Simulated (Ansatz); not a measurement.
Base system: GaAs in the zinc blende structure (space group F-43m, No. 216; a = 5.666 Å). Axes: x, y, z lie along the cube axes.

Now apply this change: tensile biaxial strain of 0.44 % in the plane normal to [001], as in epitaxy on a mismatched substrate; the out-of-plane cell vector and the atoms relax.

Computed with plane-wave PAW DFT at the r2SCAN level (Ansatz, a first-principles code, 500 eV), no spin-orbit coupling, earlier PAW set.

Give the band edges at the high-symmetry points of the new zone, measured from its valence-band maximum.


```csv
point,valence edge (eV),conduction edge (eV)
Γ,0.00,0.90
X,-2.74,1.77
P,-3.41,5.01
N,-1.16,1.31
M,-2.80,1.72
S,-2.39,2.20
S₀,-2.39,2.20
R,-3.41,4.91
G,-3.41,4.91
```

The gap is 0.90 eV, direct at Γ.

Stability against distortions was not tested. Labels are those of the standard path for the cell's own space group.
